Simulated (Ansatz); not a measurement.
Take TiAl$_{3}$ (space group I4/mmm, No. 139; a = 3.8162 Å, c = 8.5513 Å) as the base. Axes: x, y, z lie along a, b, c of the conventional cell.

All numbers come from PBEsol in Ansatz (plane waves to 420 eV, PAW, spin-orbit coupling left out).

It is then changed as follows: an isotropic linear strain of −1.83 %; the atoms relax in the strained cell.

Problem. Predict the stress tensor and what it implies for the stiffness.

Solution. Stress of the strained cell less that of the base (GPa, compression positive):
```
    7.0     0.0     0.0
    0.0     7.0     0.0
    0.0     0.0     6.7
```

Then B = −ΔP/(ΔV/V₀) with ΔV/V₀ = -0.0539 gives secant stiffness values (nonlinear terms included at this strain): B (at held cell shape, above the free-shape value) ≈ 128 GPa.

As a check, the harmonic strain energy −½ V₀ Δσ:ε is 18 meV/atom; the computed energy rise is 17 meV/atom.

Whether these cells are dynamically stable was not tested. The final runs are not spin-polarised.

Ansatz is a program for electronic structure.
